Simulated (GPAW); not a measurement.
```xyz
6
Lattice="0.0000 3.6746 3.6746 3.6746 0.0000 3.6746 3.6746 3.6746 0.0000" Properties=species:S:1:pos:R:3 pbc="T T T"
Y      1.8373     1.8373     1.8373
Y      0.0000     0.0000     0.0000
Fe     4.5932     4.5932     4.5932
Fe     4.5932     2.7559     2.7559
Fe     2.7559     2.7559     4.5932
Fe     2.7559     4.5932     2.7559
```
Moments meant for the start (each program seeds them in its own way; μB, in the order of the atoms Y Y Fe Fe Fe Fe): 1.0 1.0 4.0 4.0 4.0 4.0.

Method: PBEsol, GPAW PAW datasets PBEsol (made by gpaw-setup) (plane waves; GPAW).

The set-up and first iterations of a GPAW log for YFe₂ (Fd-3m, 6 atoms in the cell):

```
Input parameters:
  convergence: {forces: 0.001}
  kpts: [5 5 5]
  maxiter: 120
  mode: {ecut: 850.0,
         name: pw}
  nbands: -12
  occupations: {name: methfessel-paxton,
                order: 0,
                width: 0.272}
  spinpol: True
  symmetry: {symmorphic: False,
             tolerance: 0.0005}
  xc: PBEsol

species:
  Y:
    name: Yttrium
    Z: 39.0
    valence: 11
    core: 28
    charge: 0.0
    file: Y.PBEsol.gz

    # Using partial waves for Y as LCAO basis

  Fe:
    name: Iron
    Z: 26.0
    valence: 8
    core: 18
    charge: 0.0
    file: Fe.PBEsol.gz

    # Using partial waves for Fe as LCAO basis

Reference energy: -322423.475846  # eV

Spin-polarized calculation.
Initial magnetic moment: 18.000000

Convergence criteria:
 Maximum [total energy] change in last 3 cyles: 0.0005 eV / valence electron
 Maximum integral of absolute [dens]ity change: 0.0001 electrons / valence electron
   [... lines left out ...]
  Linear mixing parameter: 0.05
  old densities: 5
  Damping of long wavelength oscillations: 50

Hamiltonian:
  XC and Coulomb potentials evaluated on a 72*72*72 grid
  External potential:
    NoExternalPotential

XC parameters: PBEsol with 2 nearest neighbor stencil

Number of atoms: 6
Number of atomic orbitals: 62
Number of bands in calculation: 48
Number of valence electrons: 54
Bands to converge: occupied

Density initialized from atomic densities
  48 bands from LCAO basis set

Atomic positions and initial magnetic moments

Positions:
   0 Y      1.837295    1.837295    1.837295    ( 0.0000,  0.0000,  1.0000)
   1 Y      0.000000    0.000000    0.000000    ( 0.0000,  0.0000,  1.0000)
   2 Fe     4.593237    4.593237    4.593237    ( 0.0000,  0.0000,  4.0000)
   3 Fe     4.593237    2.755942    2.755942    ( 0.0000,  0.0000,  4.0000)
   4 Fe     2.755942    2.755942    4.593237    ( 0.0000,  0.0000,  4.0000)
   5 Fe     2.755942    4.593237    2.755942    ( 0.0000,  0.0000,  4.0000)

Unit cell:
           periodic     x           y           z      points  spacing
  1. axis:    yes    0.000000    3.674590    3.674590    36     0.1179
  2. axis:    yes    3.674590    0.000000    3.674590    36     0.1179
  3. axis:    yes    3.674590    3.674590    0.000000    36     0.1179

  Lengths:   5.196655   5.196655   5.196655
  Angles:   60.000000  60.000000  60.000000

Effective grid spacing dv^(1/3) = 0.1286
     iter     time        total  log10-change:         magmom
                         energy   eigst   dens  force
iter:   1 --:--:--   -47.118294                          +18.0324
iter:   2 --:--:--   -49.313756   -1.00  -1.43           +12.1053
iter:   3 --:--:--   -49.598974   -1.81  -1.43           +7.0270
iter:   4 --:--:--   -49.690351   -2.38  -1.49           +6.9485
iter:   5 --:--:--   -49.339699   -1.74  -1.50           +6.9258
iter:   6 --:--:--   -49.679281   -1.68  -1.92           +6.9421
iter:   7 --:--:--   -49.391397   -1.96  -1.59           +6.9673
iter:   8 --:--:--   -49.376604   -2.43  -1.96           +7.0104
iter:   9 --:--:--   -49.373365c  -3.51  -2.54           +6.9909
iter:  10 --:--:--   -49.375957c  -3.91  -3.09           +6.9947
iter:  11 --:--:--   -49.376947c  -4.18  -3.09           +6.9595
iter:  12 --:--:--   -49.376742c  -5.06  -2.90           +6.9252
iter:  13 --:--:--   -49.376856c  -5.49  -3.04           +6.9234
iter:  14 --:--:--   -49.376804c  -5.67  -2.93           +6.9175
iter:  15 --:--:--   -49.376433c  -5.27  -3.00           +6.9089
iter:  16 --:--:--   -49.376182c  -5.30  -3.16           +6.9124
iter:  17 --:--:--   -49.376107c  -5.86  -3.51           +6.9001
iter:  18 --:--:--   -49.376111c  -5.93  -3.85           +6.9216
iter:  19 --:--:--   -49.376097c  -6.70  -4.01c          +6.9209
```

### Question
How does the run end?

### Answer
The run converged in 29 iterations. Convergence of the loop says nothing yet on basis, mesh or lower states. It ends on: free energy E − TS (from the program's reference atoms) -49.4911 eV; Fermi level (on the code's own zero) 8.62 eV; pressure -7.94 GPa; size of the cell's spin moment 6.90 μB; site moments (μB, in the program's spheres or projections) Y -0.26, Y -0.26, Fe 2.04, Fe 2.04, Fe 2.04, Fe 2.04. The log goes on:

```
iter:  20 --:--:--   -49.376059c  -6.24  -4.09c          +6.9109
iter:  21 --:--:--   -49.376042c  -6.55  -4.07c          +6.9045
iter:  22 --:--:--   -49.376012c  -6.32  -4.04c          +6.8955
iter:  23 --:--:--   -49.376010c  -7.34  -3.91           +6.8950
iter:  24 --:--:--   -49.376011c  -6.55  -3.82           +6.8949
iter:  25 --:--:--   -49.376009c  -6.76  -4.06c          +6.8947
iter:  26 --:--:--   -49.376012c  -7.02  -3.89           +6.8950
iter:  27 --:--:--   -49.376015c  -7.17  -4.03c          +6.8950
iter:  28 --:--:--   -49.376014c  -8.02c -4.09c          +6.8951
iter:  29 --:--:--   -49.376017c  -8.22c -4.12c -16.74c   +6.8958
Converged after 29 iterations.

Dipole moment: (-10.682646, -10.682646, -10.682646) |e|*Ang

Total magnetic moment: (0.000000, 0.000000, 6.895828)
Local magnetic moments:
   0 Y  ( 0.000000,  0.000000, -0.263855)
   1 Y  ( 0.000000,  0.000000, -0.263855)
   2 Fe ( 0.000000,  0.000000,  2.037035)
   3 Fe ( 0.000000,  0.000000,  2.037035)
   4 Fe ( 0.000000,  0.000000,  2.037035)
   5 Fe ( 0.000000,  0.000000,  2.037035)

Energy contributions relative to reference atoms: (reference = -322423.475846)

Kinetic:        +15.686550
Potential:      -11.187261
External:        +0.000000
XC:             -53.611020
Entropy (-ST):   -0.230214
Local:           -0.149180
SIC:             +0.000000
--------------------------
Free energy:    -49.491125
Extrapolated:   -49.376017

Spin contamination: 1.392074 electrons
Showing only first 2 kpts
                      Up                     Down
 Kpt  Band  Eigenvalues  Occupancy  Eigenvalues  Occupancy
   [... lines left out ...]
Fermi level: 8.61701
No gap
   [... lines left out ...]
Energy (eV): -49.376017

Forces in eV/Ang:
  0 Y     0.00000   -0.00000   -0.00000
  1 Y     0.00000   -0.00000    0.00000
  2 Fe    0.00000    0.00000    0.00000
  3 Fe    0.00000    0.00000   -0.00000
  4 Fe    0.00000   -0.00000   -0.00000
  5 Fe    0.00000    0.00000    0.00000

Stress tensor:
     0.049569    -0.000000    -0.000000
    -0.000000     0.049569     0.000000
    -0.000000     0.000000     0.049569
Stress (GPa, Voigt): [ 7.9418  7.9418  7.9418  0.     -0.     -0.    ]
```

For comparison: a first run (DFT LDA (Perdew-Wang 92), plane waves, GPAW PAW datasets LDA (gpaw-data 1.0.1)) was changed to give this one (xc: LDA → PBEsol; potentials: GPAW PAW datasets PBEsol (made by gpaw-setup)), and from it to this one the pressure goes from -14.10 to -7.94 GPa and the size of the net moment goes from 1.09 to 1.15 μB/atom.

The starting cell comes from a database of computed structures (which also holds hypothetical and non-ambient phases and stackings), without a prior relaxation at this level. The magnetic order is the one reached from the typed start; others were not searched systematically. With a pressure of about -8 GPa the cell is away from its equilibrium volume at this level.

The run was DFT PBEsol, plane waves, GPAW PAW datasets PBEsol (made by gpaw-setup). Main settings of its input:

```
key                              value
-------------------  -----------------
spinpol                           true
mode                                pw
ecut                            850 eV
xc                              PBEsol
kpts                             5 5 5
mesh shift (steps)               0 0 0
occupations.name     methfessel-paxton
occupations.width             0.272 eV
occupations.order                    0
nbands                             -12
convergence.forces          0.001 eV/Å
symmetry.symmorphic              false
```
